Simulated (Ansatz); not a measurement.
Functionals compared on the (332) surface of fcc Ir in its 1x1 cell, outermost plane spacing 0.41 Å in the ideal cut, in Ansatz (plane waves, PAW). The structure was relaxed with PBE; the other rows are single points on it, each with its references at the same level. Cutoff 420 eV (500 eV for r2SCAN).

Model: 26-atom slab, 10.3 Å thick at the start (thin: gaps and levels are the slab's own), 14x3x1 mesh, Fermi-Dirac 0.1 eV, dipole correction, all atoms relaxed; symmetry of the start imposed; no spin, no spin-orbit, no U. These notes are the PBE run's.

```
functional  surface energy (J/m²)  work function of the top face (eV)  rough cost of the single point
----------  ---------------------  ----------------------------------  ------------------------------
PBE                          2.52                                5.31                               –
LDA                          3.13                                5.67          roughly 5 core-minutes
PBEsol                       2.97                                5.43     very roughly 5 core-minutes
RPBE                         2.28                                5.15   around 5 core-minutes (rough)
r2SCAN                       2.78                                5.34  around 11 core-minutes (rough)
```

Ansatz is a first-principles code.
